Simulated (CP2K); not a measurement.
CP2K run on BaC2 (I4/mmm, 3 atoms in the cell): self-consistent single point.

Method of the run: CP2K 2026.2 with PBEsol, GPW, DZVP-MOLOPT-SR-GTH basis, GTH-PBE potentials (GTH_POTENTIALS).

```yaml
crystal:
  lattice:
    - [4.76217, 0.00000, 0.00000]
    - [0.72689, 4.70636, 0.00000]
    - [-2.74453, -2.35318, 3.09973]
  atoms:
    - { symbol: Ba, position: [0.00000, 0.00000, 0.00000] }
    - { symbol: C, position: [0.58701, 0.58701, 0.00000] }
    - { symbol: C, position: [0.41299, 0.41299, 0.00000] }
```

Reference input (self-consistent single point, DFT PBEsol, GPW, DZVP-MOLOPT-SR-GTH basis, GTH-PBE potentials (GTH_POTENTIALS)): CUTOFF = 500 Ry; REL_CUTOFF = 60 Ry; SMEAR/METHOD = FERMI_DIRAC; ELECTRONIC_TEMPERATURE = 580.23 K; KPOINTS/SCHEME = MONKHORST-PACK 6 6 6; GAMMA_CENTERED = T; XC_FUNCTIONAL = PBE:PBESOL; Ba/BASIS_SET = DZVP-MOLOPT-SR-GTH-q10; Ba/POTENTIAL = GTH-PBE-q10; C/BASIS_SET = DZVP-MOLOPT-SR-GTH-q4; C/POTENTIAL = GTH-PBE-q4; METHOD = GPW. This run's input differs from it in these lines:

```diff
@@ -39,3 +39,3 @@
     &KPOINTS
-      SCHEME MONKHORST-PACK 6 6 6
+      SCHEME MONKHORST-PACK 4 4 4
       GAMMA_CENTERED T
```

Output, abridged:

```
 SCF WAVEFUNCTION OPTIMIZATION

  Step     Update method      Time    Convergence         Total energy    Change
     1 NoMix/Diag. 0.20E+00      -     2.07527079       -36.6596395290 -3.67E+01
     2 Broy./Diag. 0.20E+00      -     0.03425967       -36.0742041635  5.85E-01
     3 Broy./Diag. 0.20E+00      -     0.05477117       -36.5018137280 -4.28E-01
     4 Broy./Diag. 0.20E+00      -     0.01803093       -36.7541745859 -2.52E-01
     5 Broy./Diag. 0.20E+00      -     0.00766757       -36.7008810430  5.33E-02
     6 Broy./Diag. 0.20E+00      -     0.00054908       -36.7468111424 -4.59E-02
   [... 2 lines left out ...]
     9 Broy./Diag. 0.20E+00      -     0.00005197       -36.7495807151 -4.03E-04
    10 Broy./Diag. 0.20E+00      -     0.00001969       -36.7499425040 -3.62E-04
    11 Broy./Diag. 0.20E+00      -     0.00001133       -36.7499591789 -1.67E-05
    12 Broy./Diag. 0.20E+00      -     0.00000043       -36.7499547924  4.39E-06
  *** SCF run converged in    12 steps ***

  Overlap energy of the core charge distribution:               0.00000456658228
  Self energy of the core charge distribution:                -78.90979210795230
  Core Hamiltonian energy:                                     18.22421274993052
  Hartree energy:                                              30.97601343541005
  Exchange-correlation energy:                                 -7.04039343326164
  Electronic entropic energy:                                  -0.00000000313858
  Fermi energy:                                                 0.16329467283199

  Total energy:                                               -36.74995479242965
  Total energy (extrapolated to T->0):                        -36.74995479086036

   [... lines left out ...]

 STRESS| Analytical stress tensor [bar]
 STRESS|                        x                   y                   z
 STRESS|      x       -3.66614281391E+02   1.24445792398E+04   9.37971820222E-03
 STRESS|      y        1.24445792398E+04  -4.21062356307E+03  -2.81137955710E-02
 STRESS|      z        9.37971820222E-03  -2.81137955710E-02  -1.48807125248E+04
 STRESS| 1/3 Trace                                            -6.48598345641E+03
```

The run converged in 12 iterations. Against the reference run the free energy stays essentially unchanged (within 1 meV/atom), the pressure moves little (-0.63 to -0.65 GPa), the largest force hardly changes (0.809 to 0.806 eV/Å) and the gap on the mesh goes from 1.477 to 1.496 eV.

The starting cell comes from a database of computed structures (which also holds hypothetical and non-ambient phases and stackings), without a prior relaxation at this level. Its lattice was rescaled by a random factor within 2.5 % of one. Values carry the incompleteness of an atom-centred basis. The potentials were made for another functional than the one used.
